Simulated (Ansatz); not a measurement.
The starting structures come from a database of crystals and need not be the phases stable at ambient conditions.

Input:

```xyz
12
Lattice="5.6379 0.0000 0.0000 0.0000 7.3183 0.0000 2.8189 0.0000 4.8826" Properties=species:S:1:pos:R:3 pbc="T T T"
K      0.0000     3.6592     0.0000
Al     0.0000     0.0000     0.0000
Mo     5.6379     5.6373     3.2550
Mo     2.8189     1.6810     1.6275
O      1.3283     1.1294     0.7669
O      7.1285     6.1890     4.1157
O      4.3096     1.1294     0.7669
O      4.1473     6.1890     4.1157
O      2.8189     1.1294     3.3488
O      5.6379     6.1890     1.5338
O      5.6379     3.8865     3.2550
O      2.8189     3.4319     1.6275
```

Space group of this cell: P-3m1. The cell is taken as given; by r2SCAN its mean pressure is -6.5 GPa.

Transport runs along the normal of the first two printed cell vectors, the (100) plane of the conventional cell.

No gap correction and no spin-orbit coupling; mid-gap values are interpolated between computed energies.

Task: Give the band gap and the smallest decay constant κ at mid-gap that r2SCAN (Ansatz, a first-principles code) yields.

Result: Gap 4.05 eV on a 6×4×6 mesh; κ = 0.557 1/Å, at (0.000, 0.250) of the in-plane reciprocal vectors. At the zone centre, at the nearest computed energy, the slowest state has κ = 0.56 1/Å.
